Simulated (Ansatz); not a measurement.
Consider CdS in the zinc blende structure (space group F-43m, No. 216; a = 5.878 Å). Axes: x, y, z lie along the cube axes.

Method: plane-wave PAW DFT at the r2SCAN level (Ansatz, an electronic-structure program, 500 eV), scalar-relativistic without spin-orbit coupling.

Strains are applied to the cell and any free atomic positions relax.

One change was made to it. Results:

```tsv
quantity	base	after
band gap	1.54 eV	1.55 eV
energy relative to the base (free energy F)	0 meV/atom	+1.3 meV/atom
```

**Question.** Name the change that was made.
(A) uniaxial strain ε_zz = −3.00 %
(B) uniaxial strain ε_zz = −1.50 %
(C) uniaxial strain ε_zz = −2.50 %

**Answer.** B, uniaxial strain ε_zz = −1.50 %. For comparison, the energy relative to the base in the other runs: uniaxial strain ε_zz = −3.00 % gives +5.3 meV/atom; uniaxial strain ε_zz = −2.50 % gives +3.7 meV/atom.

Stability against distortions was not tested.
